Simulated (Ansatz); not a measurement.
Levels about the gap of amorphous Ge$_{20}$S$_{40}$Ag$_{4}$ (64 atoms in a cell of 1655 Å³, 3.18 g/cm³; zone centre alone, so wide bands show as single levels with stretches between that a denser mesh fills), at the geometry that PBE-D3(BJ) relaxed, where it gives 0.0 GPa on a denser mesh. The participation number counts the atoms over which a state spreads; weights are charges in smoothed Voronoi cells. The levels come from a single point, so bond lengths are those of that geometry. Method of the levels: r2SCAN, scalar-relativistic without spin-orbit coupling (Ansatz, a quantum-chemistry and plane-wave program). Sampling: the zone centre alone; Fermi-Dirac width 0.05 eV; no spin polarisation.

The cell was made by melting and quenching with the CHGNet potential and then relaxed with DFT. The hot cell started wider than the set density and was brought back towards it in steps. It is the lowest in DFT energy of 3 quenches. It is a model cell: composition and starting density were chosen by hand, and all elements were melted together. The geometry includes D3(BJ) dispersion. Its density started from a set value of 3.04 and ended at 3.18 g/cm³. The simulated quench (nominally 96 K/ps over its main leg) is rapid and tends to freeze in more defects than a deposited or slowly cooled glass has. A cell of this size samples the disorder only roughly. Volume and shape were free in the relaxation.

```csv
"E - E(highest filled), eV",filling,participation number,largest on,weight S,weight Ge,weight Ag
-0.48,filled,18.9,"S, 2 neighbours",0.79,0.09,0.12
-0.42,filled,24.1,"S, 3 neighbours",0.72,0.20,0.08
-0.28,filled,31.4,"S, 3 neighbours",0.73,0.18,0.10
-0.25,filled,30.1,"S, 2 neighbours",0.71,0.16,0.13
-0.19,filled,23.4,"S, 2 neighbours",0.70,0.14,0.15
-0.12,filled,19.0,"S, 2 neighbours",0.70,0.24,0.06
0.00,filled,13.8,"S, 2 neighbours",0.70,0.17,0.13
1.66,empty,17.8,"Ge, 4 neighbours",0.67,0.32,0.01
1.73,empty,21.6,"Ge, 4 neighbours",0.67,0.32,0.01
1.80,empty,14.1,"Ge, 4 neighbours",0.64,0.34,0.02
1.96,empty,38.9,"Ge, 4 neighbours",0.65,0.31,0.04
2.03,empty,28.8,"Ge, 4 neighbours",0.67,0.31,0.01
2.12,empty,36.8,"S, 3 neighbours",0.68,0.31,0.01
2.19,empty,37.5,"Ge, 4 neighbours",0.65,0.32,0.03
```

Most localised among these is the filled level at +0.00 eV, on a S atom, which has 2 neighbours (Ge 2.21 Å, Ge 2.40 Å).
